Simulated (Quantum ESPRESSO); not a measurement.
**Several settings converged on CaSi2Rh2 (I4mm, 5 atoms in the cell)**

```
Ca(SiRh)2
1.0
    2.05101    -2.05101     5.01954
    2.05101     2.05101     5.01954
   -2.05101    -2.05101     5.01954
Ca Si Rh
1 2 2
Direct
  0.00000   0.00498   0.00498
  0.00000   0.62739   0.62739
  0.00000   0.37261   0.37261
  0.50000   0.25000   0.75000
  0.50000   0.75000   0.25000
```

Base method: LDA (PZ), GBRV 1.5 ultrasoft (LDA) pseudopotentials (plane waves; Quantum ESPRESSO 7.5).

Base settings: ecutwfc = 40 Ry; ecutrho = 320 Ry; occupations = smearing; smearing = gaussian; degauss = 0.0073499 Ry; potentials = {Ca: ca_lda_v1.uspp.F.UPF, Si: si_lda_v1.uspp.F.UPF, Rh: rh_lda_v1.4.uspp.F.UPF}; K_POINTS = automatic 4 4 4 0 0 0; conv_thr = 1e-10 Ry.

The count of work is k-points × plane waves × bands × iterations; it is no time. 

**The plane-wave cutoff**

Moved along: ecutrho.

The second cell is the first with its lattice scaled by 0.98.

The mesh stays at the base's, so the ladder's end is converged at best in this setting alone.

Only quantities that move along the ladder and can be compared are tabulated.

| ecutwfc | free energy less the last step's (meV/atom) | energy of the compressed cell less the first (meV/atom) | pressure (GPa) | largest difference of a force vector from the last step's (eV/Å) | count of work / last |
|---|---|---|---|---|---|
| 14 Ry | 38978.71 | -331.43 | -794.13 | 1.187 | 0.100 |
| 16 Ry | 24175.26 | -234.28 | -605.38 | 0.531 | 0.099 |
| 22 Ry | 5085.14 | -42.81 | -208.91 | 0.188 | 0.16 |
| 36 Ry | 39.49 | -20.62 | -11.72 | 0.005 | 0.31 |
| 40 Ry | 6.01 | -21.82 | -8.41 | 0.000 | 0.35 |
| 80 Ry | 0.00 | -21.80 | -7.71 | 0.000 | 1.0 |

Coarsest ecutwfc that holds the free energy within 5 meV/atom: not settled: the last two steps still differ by 6.0 meV/atom, over half the tolerance, so the ladder does not show it.

Coarsest ecutwfc that holds the pressure within 1 GPa: not settled: the last two steps still differ by 0.71 GPa, over half the tolerance, so the ladder does not show it.

Coarsest ecutwfc that holds the energy of the compressed cell less the first within 0.5 meV/atom of the last step, with all finer ones: 40 Ry, at 0.35 of the last step's count of work; the step before is off by 1.2 meV/atom.

At the lowest cutoff the pressure lies 786 GPa under the last step's, the usual sign of Pulay stress in an incomplete plane-wave basis.

**The density cutoff**

The mesh stays at the base's, so the ladder's end is converged at best in this setting alone.

Only quantities that move along the ladder and can be compared are tabulated.

```csv
ecutrho,free energy less the last step's (meV/atom),pressure (GPa)
80 Ry,-3.09,-8.26
120 Ry,0.00,-8.42
160 Ry,0.00,-8.41
240 Ry,-0.01,-8.41
320 Ry,-0.02,-8.41
400 Ry,0.00,-8.41
640 Ry,0.00,-8.41
```

Coarsest ecutrho that holds the pressure within 0.1 GPa of the last step, with all finer ones: 120 Ry; the step before is off by 0.15 GPa.

Coarsest ecutrho that holds the free energy within 1 meV/atom of the last step, with all finer ones: 120 Ry; the step before is off by 3.1 meV/atom.

On the base run: the starting cell comes from a database of computed structures (which also holds hypothetical and non-ambient phases and stackings), without a prior relaxation at this level. Its lattice was rescaled by up to half a per cent. One atom was moved a little off its site on purpose. Spin polarisation is off. In the base run, with a pressure of about -8 GPa the cell is away from its equilibrium volume at this level. Without a gap this mesh is coarse (it stands for a supercell whose shortest vector is 16 Å).
